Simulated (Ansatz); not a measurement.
The parent structure is Ir in the fcc (Cu type) structure (space group Fm-3m, No. 225; a = 3.844 Å). Axes: x, y, z lie along the cube axes.

Level of theory: r2SCAN (Ansatz, a first-principles code; PAW; 500 eV plane waves; without spin-orbit coupling).

Strains are applied to the cell and any free atomic positions relax; under biaxial strain the out-of-plane vector relaxes too.

One change was made to it. Results:

```json
[
 {"quantity": "pressure (mean of the normal stresses, compression positive)", "base": "0.0 GPa", "after": "7.6 GPa"},
 {"quantity": "energy relative to the base (free energy F)", "base": "0 meV/atom", "after": "+10 meV/atom"}
]
```

**Question.** What was done to the base?
A. isotropic strain −1.01 %
B. strain tensor (xx, yy, zz, yz, xz, xy) = (+1.00, −0.75, −0.02, +0.65, +0.22, −0.25) %
C. biaxial strain +4.86 %, plane normal [001], relaxed out of plane
D. uniaxial strain ε_xx = −1.88 %

**Answer.** D, uniaxial strain ε_xx = −1.88 %. For comparison, the energy relative to the base in the other runs: strain tensor (xx, yy, zz, yz, xz, xy) = (+1.00, −0.75, −0.02, +0.65, +0.22, −0.25) % gives +5.4 meV/atom; isotropic strain −1.01 % gives +16 meV/atom; biaxial strain +4.86 %, plane normal [001], relaxed out of plane gives +123 meV/atom.

Without a gap, meshes like the base's 21×21×21 leave anisotropic stresses uncertain by several tenths of a GPa, and small strain energies with them. No phonon test of stability was made. The final runs are not spin-polarised.
